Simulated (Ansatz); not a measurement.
The parent structure is HfS2 in the CdI2 type structure (space group P-3m1, No. 164; a = 3.547 Å, c = 5.577 Å; layered, stacked along the Cartesian z axis).

Computed with DFT with PBEsol-D3(BJ), PAW potentials and a 420 eV plane-wave cutoff in Ansatz (an electronic-structure program), spin-orbit coupling left out.

Strains are applied to the cell and any free atomic positions relax.

One change was made to it. Results:

```tsv
quantity	base	after
pressure (mean of the normal stresses, compression positive)	0.01 GPa	-3.82 GPa
largest internal atomic displacement	–	0.086 Å
energy relative to the base (free energy F)	0 meV/atom	+24 meV/atom
```

Task: Which of these changes matches the shifts?
(A) isotropic strain +3.00 %
(B) isotropic strain +0.50 %
(C) isotropic strain +1.50 %

Result: A, isotropic strain +3.00 %. For comparison, the energy relative to the base in the other runs: isotropic strain +0.50 % gives +0.7 meV/atom; isotropic strain +1.50 % gives +6.4 meV/atom.

No phonon test of stability was made.
